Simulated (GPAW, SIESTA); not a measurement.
A SIESTA input for a self-consistent single point of NbFeB (P-6m2, 3 atoms in the cell) (DFT, GGA PBEsol, numerical atomic orbitals TZP, PseudoDojo PBEsol standard norm-conserving potentials (rewritten from UPF to PSML)):

```
# files in the folder: Nb.psml Fe.psml B.psml (PseudoDojo PBEsol standard)
SystemName  NbFeB
SystemLabel siesta

NumberOfAtoms                3
NumberOfSpecies              3
%block ChemicalSpeciesLabel
  1 41 Nb
  2 26 Fe
  3 5 B
%endblock ChemicalSpeciesLabel
LatticeConstant              1.0 Bohr
%block LatticeVectors
     6.963697461    0.000000000    0.000000000
    -3.481848731    6.030739673    0.000000000
     0.000000000    0.000000000    5.589885466
%endblock LatticeVectors
AtomicCoordinatesFormat      Ang
%block AtomicCoordinatesAndAtomicSpecies
     0.000000000    0.000000000    0.000000000  1
    -0.000001843    2.127554397    1.479020000  2
     1.842516843    1.063775603    1.479020000  3
%endblock AtomicCoordinatesAndAtomicSpecies

XC.functional                GGA
XC.authors                   PBEsol
PAO.BasisSize                TZP
PAO.EnergyShift              0.005 Ry
MeshCutoff                   300 Ry
%block kgrid.MonkhorstPack
   14   0   0  0.0
    0  14   0  0.0
    0   0  15  0.0
%endblock kgrid.MonkhorstPack
OccupationFunction           FD
ElectronicTemperature        0.136 eV

MaxSCFIterations             150
SCF.Mixer.Method             Broyden
SCF.Mixer.Weight             0.25
SCF.Mixer.History            6
SCF.DM.Tolerance             1.0E-04
Diag.ParallelOverK           true
WriteForces                  true
```

Task: Write the same calculation as an input for GPAW.

Result: This is the input that was run; spellings and numerical settings could be chosen otherwise.

```python
from ase import Atoms
from ase.units import GPa
from gpaw import GPAW, PW, FermiDirac

atoms = Atoms(['Nb', 'Fe', 'B'],
              cell=[[3.685030, 0.000000, 0.000000],
                    [-1.842515, 3.191330, 0.000000],
                    [0.000000, 0.000000, 2.958040]],
              scaled_positions=[[0.000000, 0.000000, 0.000000],
                                [0.333333, 0.666667, 0.500000],
                                [0.666667, 0.333333, 0.500000]],
              pbc=True)

calc = GPAW(mode=PW(900),
            xc='PBEsol',
            kpts={'size': (14, 14, 15), 'gamma': True},
            occupations=FermiDirac(0.136),
            nbands=-9,
            convergence={'density': 1e-05, 'energy': 1e-05},
            symmetry={'symmorphic': False, 'tolerance': 0.0005},
            maxiter=120,
            txt='-')

atoms.calc = calc

energy = atoms.get_potential_energy()
print('Energy (eV):', round(energy, 6))
forces = atoms.get_forces()
print('Forces (eV/Ang):')
print(forces.round(5))
stress = atoms.get_stress()
print('Stress (GPa, Voigt):', (stress / GPa).round(4))
```

Basis settings and potentials, where a program has them, do not carry over. This input uses DFT PBEsol, plane waves, GPAW PAW datasets PBEsol (made by gpaw-setup).

The starting cell comes from a database of computed structures (which also holds hypothetical and non-ambient phases and stackings), without a prior relaxation at this level.
